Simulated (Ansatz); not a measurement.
The starting structures come from a database of crystals and need not be the phases stable at ambient conditions.

# Evanescent states of MgS (F-43m, zinc blende, 2 atoms a cell, 22.7 Å³ an atom) along the normal of (111)

Method: r2SCAN (plane waves, PAW; Ansatz, a first-principles code).

The gap is the functional's own, uncorrected, and κ follows it; spin-orbit coupling is left out. Mid-gap means the computed energy nearest the middle.

Energies count from the valence-band top; κ is the least over a 12×12 mesh across the current.

```json
[
 {"E (eV)": "0.10", "κ (1/Å)": "0.084", "where": "Γ"},
 {"E (eV)": "0.30", "κ (1/Å)": "0.141", "where": "Γ"},
 {"E (eV)": "0.50", "κ (1/Å)": "0.176", "where": "Γ"},
 {"E (eV)": "0.70", "κ (1/Å)": "0.202", "where": "Γ"},
 {"E (eV)": "0.90", "κ (1/Å)": "0.221", "where": "Γ"},
 {"E (eV)": "1.10", "κ (1/Å)": "0.236", "where": "Γ"},
 {"E (eV)": "1.30", "κ (1/Å)": "0.247", "where": "Γ"},
 {"E (eV)": "1.50", "κ (1/Å)": "0.255", "where": "Γ"},
 {"E (eV)": "1.70", "κ (1/Å)": "0.261", "where": "Γ"},
 {"E (eV)": "1.90", "κ (1/Å)": "0.264", "where": "Γ"},
 {"E (eV)": "2.10", "κ (1/Å)": "0.264", "where": "Γ"},
 {"E (eV)": "2.30", "κ (1/Å)": "0.262", "where": "Γ"},
 {"E (eV)": "2.50", "κ (1/Å)": "0.258", "where": "Γ"},
 {"E (eV)": "2.70", "κ (1/Å)": "0.251", "where": "Γ"},
 {"E (eV)": "2.90", "κ (1/Å)": "0.242", "where": "Γ"},
 {"E (eV)": "3.10", "κ (1/Å)": "0.229", "where": "Γ"},
 {"E (eV)": "3.30", "κ (1/Å)": "0.213", "where": "Γ"},
 {"E (eV)": "3.50", "κ (1/Å)": "0.192", "where": "Γ"},
 {"E (eV)": "3.70", "κ (1/Å)": "0.164", "where": "Γ"},
 {"E (eV)": "3.90", "κ (1/Å)": "0.124", "where": "Γ"},
 {"E (eV)": "4.10", "κ (1/Å)": "0.045", "where": "Γ"}
]
```

**Question.** How thick must the barrier be to attenuate the transmission by 10^4 when the electrodes' Fermi level lies at 3.10 eV, and what attenuation does that film give at 3.90 eV?

**Answer.** d = 4 ln 10 / (2 × 0.229) = 20.1 Å. At 3.90 eV it gives 4 × 0.124/0.229 = 2.2 decades.
